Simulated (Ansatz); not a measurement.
Consider the following.

```
AlRu
1.0
    4.32428     0.00000     0.00000
    2.16214     3.74494     0.00000
    2.16214    -1.24831     1.69795
Al Ru
1 1
Direct
  0.00000   0.50000   0.50000
  0.00000   0.00000   0.00000
```

No spin polarisation.

Computed with r2SCAN (Ansatz, a program for electronic structure; PAW; 500 eV plane waves; no spin-orbit coupling). Settings: 19×19×19 k-points, 0.1 eV Fermi–Dirac smearing.

Task: Predict the band gap.

Result: Zero.

Task: Estimate the pressure (mean of the normal stresses, compression positive).

Result: -6.9 GPa.

The cells carry an imposed strain or load. Whether these cells are dynamically stable was not tested. All final runs are without spin polarisation. The cell was made from AlRu in the CsCl type structure (space group Pm-3m, No. 221) by this change: biaxial strain +2.50 %, plane normal [111], relaxed out of plane.
